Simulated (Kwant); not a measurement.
System: wire with one Gaussian impurity in a Si two-dimensional gas. Effective mass 0.19 mₑ, grid spacing 2.7 nm, hard walls, nominal width 80 nm (29 grid rows, so walls 81 nm apart), one parabolic valley, scattering region 240 nm long along x; energies count from the band bottom; Fermi energy swept from 0.00024739 to 0.005257 eV. Impurity U exp(−r²/2σ²), U = -0.0091 eV, σ = 9.1 nm, 16 nm off the axis.

The device is made up for the run: typed textbook-type constants, with dimensions and the other settings drawn at random.

Kwant, effective-mass tight-binding model on a square grid, one spin, coherent transport at 0 K. Conductance is in e²/h.

| E (meV) | A | B | C |
|---|---|---|---|
| 0.2474 | 0 | 0 | 0 |
| 0.5421 | 0.14 | 0.12 | 0.60 |
| 0.8367 | 0.33 | 0.47 | 0.076 |
| 1.131 | 0.35 | 0.17 | 0.30 |
| 1.426 | 0.87 | 0.11 | 0.29 |
| 1.721 | 1.66 | 0.53 | 1.15 |
| 2.015 | 1.88 | 0.62 | 1.13 |
| 2.310 | 1.94 | 1.55 | 1.09 |
| 2.605 | 1.93 | 1.74 | 1.79 |
| 2.900 | 2.69 | 1.80 | 1.93 |
| 3.194 | 2.76 | 1.77 | 1.96 |
| 3.489 | 2.50 | 1.50 | 2.31 |
| 3.784 | 2.08 | 1.42 | 2.72 |
| 4.078 | 2.71 | 1.93 | 2.82 |
| 4.373 | 2.85 | 1.98 | 2.83 |
| 4.668 | 2.84 | 2.04 | 2.74 |
| 4.962 | 3.66 | 2.55 | 2.19 |
| 5.257 | 3.84 | 2.75 | 2.54 |

Question: Column A is the base. The others each differ by one change: effective mass 0.19 → 0.11 mₑ; effective mass 0.19 → 0.15 mₑ. Which is which?

Answer: B: effective mass 0.19 → 0.11 mₑ; C: effective mass 0.19 → 0.15 mₑ.
